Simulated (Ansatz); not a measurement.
Structure of amorphous Si24O47Cl2 (periodic cell):

```xyz
73
Lattice="10.4070 0.0000 0.0000 0.0000 10.4070 0.0000 0.0000 0.0000 10.4070" Properties=species:S:1:pos:R:3 pbc="T T T"
Si     2.6314     2.7546     8.3811
Si     5.1969     8.7257     5.3903
Si     8.8291     6.4492     4.0792
Si     8.9617     9.9026     7.5863
Si     3.9452     9.6584    10.0565
Si     2.2922     1.3129     0.5131
Si     0.2330     4.3710     7.2389
Si     6.2701     5.6613     5.6063
Si     3.6831     4.9841    10.1144
Si     0.0584     7.4807     6.1905
Si     0.5825     4.4213     2.9173
Si     1.8559     9.0180     1.5913
Si     6.2257     5.8825     8.5836
Si     8.3251     0.1225     2.2982
Si     9.0098     4.8710     9.7537
Si     7.3143     0.5010     5.0119
Si     0.9932     6.2357     0.4161
Si     2.3331     8.9568     4.7437
Si     3.2474     3.4717     2.4511
Si     7.9419     8.2775     1.7382
Si     6.8464     8.5662     9.4070
Si     3.3464    10.3338     7.1962
Si     5.9921     3.1316     3.8943
Si     8.5668     3.0024     1.9397
O     10.1474     5.5694     3.7102
O      1.7462     2.1663     9.6399
O      8.4330     1.4607     1.3922
O      5.6942     7.1814     5.5316
O      7.9261     9.5919     8.7949
O      1.7675     9.2306     3.2269
O      8.1028     0.2186     6.4026
O      7.2314     3.3710     2.8311
O      3.8087     0.8074     0.1412
O      4.9979     5.8335     9.6595
O      3.7460     3.7091     9.0908
O      5.5064     9.3509     9.8366
O      7.5004     7.7581     0.2732
O      6.3784     9.6073     4.7260
O      2.1109     4.1239     3.4892
O      9.3974     7.6792     4.9648
O      9.8807     8.5774     7.2588
O      9.3014     9.2568     1.8533
O      0.1680     5.9732     6.8541
O      6.4309     1.8960     4.9076
O      3.8824     8.5671     4.4452
O      6.9617     9.5851     2.0923
O      9.9654     6.1856    10.0305
O      0.9063     4.9875     1.4353
O      9.7967     4.0502     8.5909
O      1.0423     7.6677     1.1767
O      2.3306     5.9172     9.9129
O      3.0770     9.5505     8.6366
O      8.4668     0.5772     3.8531
O      8.7005     3.9776     0.6607
O      4.7580     9.6176     6.7115
O      1.5228     7.7690     5.5277
O      3.3388     8.7532     0.8842
O      3.7746     4.5085     1.2788
O      9.9756     3.1392     2.7732
O      5.5897     4.5114     4.6769
O      6.0120     5.1601     7.1396
O      3.3390     1.5462     7.5171
O      7.8181     5.6563     5.0771
O      1.7340     3.7545     7.4400
O      4.5655     2.8053     3.1530
O      8.0407     7.0011     2.7487
O      2.3293    10.1538     5.8997
O      7.5496     5.2481     9.2212
O      2.3805     2.2564     1.8119
O      6.4969     7.4603     8.2731
O      1.3527     0.0204     0.8946
Cl     9.8048     3.2385     5.7687
Cl    10.2282     0.8627     8.3212
```

Method: PBE, scalar-relativistic without spin-orbit coupling (plane waves to 420 eV, PAW; Ansatz, a quantum-chemistry and plane-wave program).

The cell was made by melting and quenching with the CHGNet potential and then relaxed with DFT. Anions were pushed apart under 1.9 Å during the dynamics, to hinder bonds among them. The hot cell started wider than the set density and was brought back towards it in steps. It is the lowest in DFT energy of 2 quenches. It is a model cell: composition and starting density were chosen by hand, and all elements were melted together. No dispersion term was used. Its density started from a set value of 2.21 and ended at 2.21 g/cm³. The quench (nominally 400 K/ps over its main leg) was far faster than any real one, so the model tends to hold more defects than a real film. Values belong to this one cell and scatter from quench to quench. The volume was free in the relaxation, at fixed shape. Stress components on the final sampling reach 1.7 GPa.

Bonds are counted up to Si-Si 2.60 Å, Si-O 1.90 Å, Si-Cl 2.56 Å, O-O 1.58 Å, O-Cl 2.02 Å, Cl-Cl 2.45 Å. Two cations that share two anions don't count as bonded, nor two that share one unless they lie closer than Si-Si 2.38 Å.

Task: Give the coordination numbers, mean bond lengths and angles.

Result: 
| Quantity | Value |
|---|---|
| Mean coordination of Si by anions | 4.00 (24 with 4) |
| Mean coordination of O | 2.00 (47 with 2) |
| Mean coordination of Cl | 1.00 (2 with 1) |
| Mean Si-O bond | 1.637 Å (spread 0.017 Å, 94 counted) |
| Mean Si-Cl bond | 2.019 Å (spread 0.016 Å, 2 counted) |
| Bond angle at Si | mean 109.4°, spread 5.5° |
| Bond angle at O | mean 138.9°, spread 17.6° |

Task: List the pairs of like atoms that count as bonded by the rules above.

Result: There are none by these rules.
